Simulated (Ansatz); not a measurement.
Results of r²SCAN (PAW; Ansatz, a program for electronic structure) for Bi2SO2 (Pnnm, No. 58, 10 atoms in the cell; start mp-27891).

Run with plane-wave cutoff 560 eV, 10×4×10 k mesh (along the axes of the cell as run), Fermi–Dirac smearing 0.01 eV, scalar-relativistic PAW data made under PBE.

Cell (relaxed with PBEsol):

```
CELL_PARAMETERS angstrom
      3.82063     0.00000     0.00000
      0.00000    11.90857     0.00000
      0.00000     0.00000     3.81868
ATOMIC_POSITIONS crystal
  Bi 0.48024 0.85771 0.50000
  Bi 0.51976 0.14229 0.50000
  Bi 0.98024 0.64229 0.00000
  Bi 0.01976 0.35771 0.00000
  S  0.00000 0.00000 0.00000
  S  0.50000 0.50000 0.50000
  O  0.48557 0.74995 0.00000
  O  0.51443 0.25005 0.00000
  O  0.98557 0.75005 0.50000
  O  0.01443 0.24995 0.50000
```

Task: Predict the band gap and smallest direct gap on the k points sampled.

Result: 
- band gap: 1.19 eV
- smallest direct gap on the k points sampled: 1.52 eV

Note: cell and atoms aren't relaxed at this level (largest force component 0.22 eV/Å, pressure 1.5 GPa).

Spin–orbit coupling is not included; with these elements it can move the gap by several tenths of an eV or more.

A start named mp-… is a Materials Project structure, which need not be a measured phase.
